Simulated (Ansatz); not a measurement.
# The (210) surface of rock-salt TaC in its 1x1 cell (cut with top plane C + Ta, bottom plane C + Ta), outermost plane spacing 1.00 Å in the ideal cut

The numbers are results of PBE (plane waves to 420 eV, PAW; Ansatz, a quantum-chemistry and plane-wave program), not measurements.

Model: 22-atom slab, C11Ta11, 10.0 Å thick at the start (thin: gaps and levels are the slab's own), 9x8x1 mesh, Fermi-Dirac 0.1 eV, dipole correction, all atoms relaxed; held to the part of the start's symmetry that mesh and held atoms allow; no spin, no spin-orbit, no U.

The surface energy (mean of both faces) comes out as 2.39 J/m², the surface energy before relaxation is 3.09 J/m² and the work function of the top face comes out as 3.85 eV. The energy released by relaxation is 1.94 eV. The cost is very roughly 15 core-minutes.
